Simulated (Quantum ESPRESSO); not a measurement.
# Pressure against volume in hcp Hf (space group 194) (Quantum ESPRESSO, LDA)

```
CELL_PARAMETERS angstrom
      3.06593     0.00000     0.00000
     -1.53296     2.65517     0.00000
      0.00000     0.00000     4.85359
ATOMIC_POSITIONS crystal
  Hf 0.66667 0.33333 0.75000
  Hf 0.33333 0.66667 0.25000
```

Method of the run: LDA (PZ), GBRV 1.5 ultrasoft (LDA) pseudopotentials (plane waves; Quantum ESPRESSO). Settings: ecutwfc = 52 Ry; ecutrho = 416 Ry; occupations = smearing; smearing = fermi-dirac; degauss = 0.0036749 Ry; potentials = {Hf: hf_lda_v1.uspp.F.UPF}; K_POINTS = automatic 21 21 12 0 0 0; conv_thr = 1e-10 Ry; mixing_beta = 0.7. The cell above is the first row's. The rows scale it uniformly. In all rows fractional positions and the k mesh are held.

```
V (Å^3/atom)  P (GPa)
------------  -------
19.756              ?
20.185           4.59
20.614           1.81
21.044          -0.72
21.473          -3.04
21.903          -5.15
22.332          -7.08
22.762          -8.84
23.191         -10.45
```

Task: Fit P against V with a cubic, and predict the withheld value at V = 19.756.

Result: With u = V - 21.7, the rows have u = -1.5150, -1.0860, -0.6560, -0.2270, 0.2030, 0.6320, 1.0620, 1.4910. Least squares gives P = -4.178 - 4.9038·u + 0.5247·u² - 0.03827·u³. Residuals (row less fit): 0.001, -0.005, 0.005, -0.003, 0.002, -0.003, 0.000, 0.000; standard error 0.004 (degrees of freedom: 4). The fitted pressure is zero at V0 = 20.92, where dP/dV = -5.796, so B0 = -V0·dP/dV = 121 GPa. At the withheld row, u = -1.9440, so P = -4.178 - 4.9038 × (-1.9440) + 0.5247 × (-1.9440)² - 0.03827 × (-1.9440)³ = 7.619 GPa. The calculation gives 7.63 GPa, 0.011 GPa above the prediction (0.1 % of the range of P in the table). The row lies outside the fitted rows, so this is an extrapolation. From the scatter of the fitted rows alone, a prediction at this place has a standard error of 0.011 GPa, so the miss is 1.0 times that.

Carrying the step between the two nearest rows on in a straight line would have given 7.37, off by 0.26; series whose last step already gives the withheld value aren't shown. The scan was laid around a cell of about the measured size, scaled by a guess for this functional; axis ratios and inner coordinates come from that cell. The runs keep the symmetry of the cell, so they don't test it for distortions. Spin-orbit coupling is off. The shape of the cell and the inner coordinates aren't relaxed, so V0 and B0 belong to this uniform scaling; a relaxed crystal lies no higher in energy and is usually softer. Cutoffs and mesh are single choices, not tested for convergence of this quantity. Series with a scatter that would blur these digits, or in which a gap closes, are not shown.
